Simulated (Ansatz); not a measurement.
**bcc Mo (0 0 1) on rock-salt PbS (0 0 1) (film strained to the substrate, started from cuts of the bulks and a machine-learned relaxation; slabs Pb6S6 and Mo12, which can lie off the formulas)**

A periodic stack without vacuum, bcc Mo (0 0 1) on rock-salt PbS (0 0 1) (film strained to the substrate, started from cuts of the bulks and a machine-learned relaxation; slabs Pb6S6 and Mo12, which can lie off the formulas): substrate slab Pb6S6, film Mo12, surface cells [[1, 0], [1, 1]] and [[-1, 1], [-1, -1]], film strained by -5.0 and -5.0 %, outermost planes PbS/PbS and Mo/Mo as cut, which need not be the usual terminations and can put a slab off its formula.

The start was prepared with a machine-learned potential, and the result is one local minimum, with the in-plane cell held and forces under 0.04 eV/Å; the film can end far from its bulk form.

Method: PBE (plane waves to 420 eV, PAW; Ansatz, a program for electronic structure). No spin–orbit coupling; the runs are not spin-polarised. Its k-point mesh 7×7×1, Fermi–Dirac width 0.05 eV.

| Quantity | Result |
|---|---|
| interface area | 18.1 Å² |
| period | 28.47 Å |
| heights between the nearest atoms of the two slabs at the two interfaces | 1.94 and 1.94 Å |
| Mo–Pb contacts across the interfaces within 1.22 times the sum of covalent radii | 6, mean 3.23 Å |
| Mo–S contacts across the interfaces within 1.22 times the sum of covalent radii | 4, mean 2.47 Å |

```yaml
crystal:
  lattice:
    - [4.24849, 0.00021, -0.04919]
    - [0.00084, 4.24750, 0.09956]
    - [0.37622, 0.31749, 28.48084]
  atoms:
    - { symbol: Pb, position: [0.05017, 0.06517, 0.15358] }
    - { symbol: Pb, position: [0.21768, 0.64313, 0.04140] }
    - { symbol: Pb, position: [0.06551, 0.01921, 0.36768] }
    - { symbol: Pb, position: [0.56363, 0.54480, 0.25440] }
    - { symbol: Pb, position: [0.72486, 0.96415, 0.57977] }
    - { symbol: Pb, position: [0.55036, 0.50091, 0.46884] }
    - { symbol: S, position: [0.58573, 0.56855, 0.15685] }
    - { symbol: S, position: [0.75489, 0.11119, 0.02229] }
    - { symbol: S, position: [0.58763, 0.51852, 0.37148] }
    - { symbol: S, position: [0.08279, 0.04228, 0.25113] }
    - { symbol: S, position: [0.26431, 0.49705, 0.59885] }
    - { symbol: S, position: [0.08850, 0.99427, 0.46537] }
    - { symbol: Mo, position: [0.10719, 0.32393, 0.72500] }
    - { symbol: Mo, position: [0.60531, 0.82763, 0.72354] }
    - { symbol: Mo, position: [0.10140, 0.80683, 0.66761] }
    - { symbol: Mo, position: [0.59104, 0.35428, 0.66705] }
    - { symbol: Mo, position: [0.10572, 0.29726, 0.83890] }
    - { symbol: Mo, position: [0.60480, 0.79614, 0.83892] }
    - { symbol: Mo, position: [0.10550, 0.81262, 0.78249] }
    - { symbol: Mo, position: [0.60648, 0.31118, 0.78248] }
    - { symbol: Mo, position: [0.08549, 0.25718, 0.95426] }
    - { symbol: Mo, position: [0.59954, 0.79952, 0.95375] }
    - { symbol: Mo, position: [0.10354, 0.78143, 0.89787] }
    - { symbol: Mo, position: [0.60461, 0.28444, 0.89636] }
```
